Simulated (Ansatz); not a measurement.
Take FeGe in the rock salt structure (space group Fm-3m, No. 225; a = 5.0219 Å; ferromagnetic; a hypothetical phase, not in the database extracts checked) as the base.

Method: plane-wave PAW DFT at the r2SCAN level (Ansatz, a program for electronic structure, 500 eV), no SOC.

One change was made to it. Results:

```csv
quantity,base,after
largest site moment,2.97 μB,1.37 μB
volume per atom,15.83 Å³,11.53 Å³
magnetic state,ferromagnetic,ferromagnetic
```

### Question
What was done to the base?
A. pressure −2 GPa
B. pressure 18 GPa
C. pressure 45 GPa
D. pressure 9 GPa
E. pressure 1.8 GPa

### Answer
C, pressure 45 GPa. For comparison, the largest site moment in the other runs: pressure 9 GPa gives 2.70 μB; pressure −2 GPa gives 3.02 μB; pressure 18 GPa gives 2.46 μB; pressure 1.8 GPa gives 2.92 μB.

The magnetic state is the one reached from the starting moments; the real material's order can differ, and small cells can't hold many antiferromagnetic ones. Load acts through the strain it causes; cell and atoms are relaxed under it. No phonon test of stability was made. No other phases were tried under pressure.
